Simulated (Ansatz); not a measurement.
Base system: Os in the hcp (Mg type) structure (space group P6_3/mmc, No. 194; a = 2.738 Å, c = 4.318 Å; relaxed with 0.1 eV smearing). Axes: x lies along a and z along c of the hexagonal cell.

All numbers come from r2SCAN (Ansatz, a program for electronic structure; PAW; 500 eV plane waves; without spin-orbit coupling).

For the base:

- Volume per atom = 14.02 Å³

Modification: uniaxial stress, 3 GPa compression along x; all other stress components relax to zero.

Task: How does this affect the mean lateral Poisson ratio?

Result: The mean lateral Poisson ratio is 0.22.

Task: What happens to the secant Young's modulus along x?

Result: The secant Young's modulus along x amounts to 690 GPa.

Task: Predict the new energy relative to the base.

Result: The energy rises by 0.6 meV/atom.

Task: Estimate the effect on the volume per atom.

Result: The volume per atom falls by 0.034 Å³ (14.02 Å³ → 13.98 Å³).

Load acts through the strain it causes; cell and atoms are relaxed under it. Stability under load was not tested beyond the relaxation. The final runs are not spin-polarised.
